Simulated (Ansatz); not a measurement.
Method: PBE (plane waves to 420 eV, PAW; Ansatz, a first-principles code).

Planar average of the electrostatic potential across the slab, in eV from the Fermi level, for S on the 1x1 (111) surface of fcc Cu, one in a 2x2 cell, started at the site 'hollow Cu-Cu-Cu over Cu at depth 4.1 Å':

(z (Å), V (eV)): (5.38, 4.79); (5.67, 4.79); (5.95, 4.79); (6.23, 4.79); (6.52, 4.78); (6.80, 4.77); (7.08, 4.74); (7.37, 4.67); (7.65, 4.54); (7.93, 4.28); (8.22, 3.72); (8.50, 2.57); (8.78, -0.13); (9.07, -7.00); (9.35, -14.29); (9.63, -17.06); (9.92, -14.63); (10.20, -7.66); (10.48, -1.20); (10.77, -0.27); (11.05, -4.90); (11.33, -12.61); (11.62, -16.93); (11.90, -16.12); (12.18, -10.30); (12.47, -2.77); (12.75, 0.04); (13.03, -2.54); (13.32, -9.96); (13.60, -15.93); (13.88, -16.94); (14.17, -12.80); (14.45, -5.13); (14.73, -0.28); (15.02, -0.92); (15.30, -7.05); (15.58, -14.32); (15.87, -17.27); (16.15, -15.08); (16.43, -8.32); (16.72, -1.86); (17.00, -0.50); (17.28, -0.36); (17.57, 0.06); (17.85, 0.91); (18.13, 2.70); (18.42, 4.34); (18.70, 5.02); (18.98, 5.30); (19.27, 5.41); (19.55, 5.46); (19.83, 5.48); (20.12, 5.49); (20.40, 5.49); (20.68, 5.49); (20.97, 5.49); (21.25, 5.49); (21.53, 5.49); (21.82, 5.49)

Set-up: 17 atoms, 6.2 Å thick at the start under the adsorbate (thin: gaps and levels are the slab's own); mesh 6x6x1; 0.1 eV smearing; dipole correction on; 8 atoms held, the rest relaxed; held to the start's symmetry, so lower structures may exist; spin-polarised, no spin-orbit, no U, no dispersion correction. The starting moment vanished. At the end it is bonded to 3 Cu. In PBE it is, or lies within 0.03 eV of, the lowest of the starts that converged.

Task: The surface cell has an area of 22.82 Å². What dipole along the normal does the step between the two vacuum levels imply?

Result: the top vacuum level lies 0.70 eV above the bottom one; p = −ε₀ A ΔV (ε₀ = 0.005526 e/(V·Å)) gives -0.09 e·Å a cell.
